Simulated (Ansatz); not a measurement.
## How the lattice parameter c of W₂N (model structure, started from the Fe2P type, P-62m, No. 189, 9 atoms in the cell) moves with the method

No measured value is used here.

```
level (code)         value (Å)
-------------------  ---------
PBE (Ansatz)             2.834
PBEsol (Ansatz)          2.813
PBE-D3(BJ) (Ansatz)      2.820
```

The crystal itself was run without spin with PBE, PBEsol, PBE-D3(BJ); a magnetic state was not tried in these runs. Density-functional levels without +SOC have no spin–orbit coupling. PBE, PBEsol, PBE-D3(BJ): the run has no spin polarisation, so it can have missed a magnetic state. Ansatz's density-functional and Hartree–Fock values are scalar-relativistic unless marked +SOC, with PAW data made under PBE.

A model structure was made by putting elements into a prototype or built by hand; it is no filed structure, need not be a known phase, and can be a saddle point held by its symmetry.

Ansatz is a program for electronic structure.
